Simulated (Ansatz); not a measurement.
Base system: HfO2 in the rutile structure (space group P4_2/mnm, No. 136; a = 4.830 Å, c = 3.210 Å; a cell from a computed database, its experimental status unchecked).

One thing is altered: cell and atoms relaxed at a pressure of 0.3 GPa.

Levels (all Ansatz, a program for electronic structure, PAW): PBEsol (420 eV, no spin-orbit coupling); HSE06 (420 eV, no spin-orbit coupling).

The geometry is relaxed with PBEsol.

PBEsol band gap: 3.90 eV

Question: Predict the band gap from HSE06.

Answer: The band gap increases by 1.766 eV (3.90 eV → 5.66 eV).

Single points use the geometry relaxed with PBEsol. With Hf present, leaving out spin-orbit coupling can change the band edges. Load acts through the strain it causes; cell and atoms are relaxed under it. Whether these cells are dynamically stable was not tested. This is not the structure that HfO2 has at room temperature and ambient pressure.
